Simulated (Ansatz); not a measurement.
```xyz
60
Lattice="3.0971 0.0000 -0.0145 3.0969 8.7590 -0.1881 0.1271 2.3693 26.7957" Properties=species:S:1:pos:R:3 pbc="T T T"
C      0.9196     1.0385     0.9861
C      3.4979     5.4179     0.8871
C      2.2405     3.2913     2.4101
C      5.2880     7.6708     2.3091
C      0.6571     1.1150     4.0115
C      3.7890     5.4945     3.9100
C      2.2287     3.3369     5.5053
C      5.3289     7.7164     5.4040
C      0.6899     1.1772     7.1058
C      3.7852     5.5567     7.0045
C      2.2457     3.3977     8.6032
C      5.3410     7.7772     8.5019
C      3.8018     9.9983    10.0118
C      3.7993     5.6188    10.0985
C      2.2428     3.4582    11.7028
C      5.3729     7.8378    11.6013
C      3.7942    10.0743    13.0974
C      3.8358     5.6949    13.1838
C      2.5079     3.5024    14.7533
C      2.0393     7.8818    14.6688
Si     3.7692     8.7515     2.2940
Si     3.7592     4.3719     2.3808
Si     2.4568     2.0752     0.9902
Si     1.9611     6.4547     0.9061
Si     3.7769     8.8106     5.3926
Si     3.7806     4.4311     5.4794
Si     2.2115     2.2053     3.9832
Si     2.2345     6.5848     3.8963
Si     3.7929     8.8717     8.4871
Si     3.7936     4.4922     8.5739
Si     2.2382     2.2716     7.0772
Si     2.2369     6.6511     6.9904
Si     3.8191     8.9288    11.5765
Si     3.7964     4.5493    11.6634
Si     2.2502     2.3333    10.1751
Si     2.2539     6.7128    10.0883
Si     3.5926     8.8859    14.5349
Si     4.0506     4.5068    14.6196
Si     2.2765     2.3962    13.2842
Si     2.2568     6.7757    13.1974
Si     3.1500     8.0904    18.6640
Si     1.4354     3.7115    18.7591
Si     4.5176     6.2241    17.5850
Si     3.1554     1.8447    17.6789
Si     3.0990     9.4107    21.6400
Si     1.5156     5.0313    21.7348
Si     4.6449     7.5076    20.6667
Si     3.0573     3.1279    20.7605
Si     3.0094     1.8629    24.9040
Si     4.7299     6.2418    24.8091
Si     4.7105     8.8123    23.6367
Si     3.0196     4.4323    23.7318
W      4.8559     8.6636    16.6673
W      2.8077     4.2833    16.7634
W      1.5345     1.2436    19.8190
W      3.0619     5.6235    19.7256
W      1.5182     2.5402    22.7881
W      3.1044     6.9198    22.6940
W      1.3390     3.8034    25.7117
W      3.3131     8.1836    25.6158
```

The first 40 atoms are the substrate (SiC-3C), the rest the film (WSi2).

Calculation: PBE (plane waves to 420 eV, PAW; Ansatz, a program for electronic structure). Spin–orbit coupling is left out; the runs are not spin-polarised. Its k-point mesh 9×3×1, Fermi–Dirac width 0.05 eV.

Task: Describe the bonding at the interfaces and give the barriers.

Result: A periodic stack without vacuum, tetragonal WSi2 (1 0 1) on 3C silicon carbide (1 1 0) (film strained to the substrate, started from cuts of the bulks and a machine-learned relaxation; slabs C20Si20 and Si12W8, which can lie off the formulas): substrate slab C20Si20, film Si12W8, surface cells [[0, -1], [2, -1]] and [[-2, -1], [-2, -2]], film strained by -4.1 and +3.0 %, outermost planes CSi/CSi and W/W as cut, which need not be the usual terminations and can put a slab off its formula.
The interface area is 27.1 Å² and the period comes out as 26.84 Å. The heights between the nearest atoms of the two slabs at the two interfaces is 2.03 and 2.06 Å, the Si–W contacts across the interfaces within 1.22 times the sum of covalent radii is 8, mean 2.67 Å and the C–W contacts across the interfaces within 1.22 times the sum of covalent radii comes out as 4, mean 2.15 Å. The hole barrier (PBE) is 1.01 eV and the electron barrier (PBE) is 0.37 eV.
